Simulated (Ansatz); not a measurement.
SrAlHO2 (model structure, started from the SrVO2H type, P4/mmm, No. 123, 5 atoms in the cell) was calculated with PBE (plane waves, PAW; Ansatz, a program for electronic structure).

Settings: plane-wave cutoff 520 eV, 10×10×10 k mesh, Fermi–Dirac smearing 0.01 eV, scalar-relativistic PAW data made under PBE.

Cell (relaxed at this level):

AlSrHO2 is modelled in the tetragonal space group P4/mmm (No. 123), Pearson symbol tP5. Conventional cell: a = b = 3.8136 Å, c = 3.7046 Å, α = β = γ = 90.00°. Sr on 1d sees 8 O at 2.658 Å and 4 H at 2.697 Å (cuboctahedral). Al on 1a is surrounded by 2 H at 1.852 Å and 4 O at 1.907 Å (octahedral). O on 2f is surrounded by 2 Al at 1.907 Å and 4 Sr at 2.658 Å (octahedral). H on 1b has 2 Al at 1.852 Å and 4 Sr at 2.697 Å (octahedral). (Neighbours: up to the widest gap in distance over summed covalent radii, below 1.35, at either atom; cation-cation and far metal-metal contacts left out.)

Q: What does this level give for the band gap, smallest direct gap on the k points sampled and Γ–Γ gap?

A: 
- band gap: 3.22 eV
- smallest direct gap on the k points sampled: 3.50 eV
- Γ–Γ gap: 5.98 eV

Note: the relaxation could raise the start's symmetry but not lower it, so the cell can be a saddle point.

Spin–orbit coupling is not included.

Static lattice: no zero-point or thermal effects.

A model structure was made by putting elements into a prototype or built by hand; it is no filed structure, need not be a known phase, and can be a saddle point held by its symmetry.
